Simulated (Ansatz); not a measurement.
The reference is Mo in the bcc (W type) structure (space group Im-3m, No. 229; relaxed with 0.1 eV smearing).

```
Mo
1.0
   -1.57548     1.57548     1.57548
    1.57548    -1.57548     1.57548
    1.57548     1.57548    -1.57548
Mo
1
Direct
  0.00000   0.00000   0.00000
```

Method: plane-wave PAW DFT at the r2SCAN level (Ansatz, a program for electronic structure, 500 eV), no SOC.

Before the change:

| Quantity | Result |
|---|---|
| Pressure | 0.0 GPa |
| Band gap | zero |

The change: the cell is scaled by 0.9768 in all directions, atoms relaxed at fixed cell.

Q: What does the calculation give for the energy relative to the base after the change?

A: The energy goes up by 69 meV/atom.

Q: How does this affect the pressure?

A: The pressure goes from zero to 22.1 GPa.

Q: How does this affect the band gap?

A: The band gap stays zero.

The cells carry an imposed strain or load. Stability against distortions was not tested. The final runs are not spin-polarised.
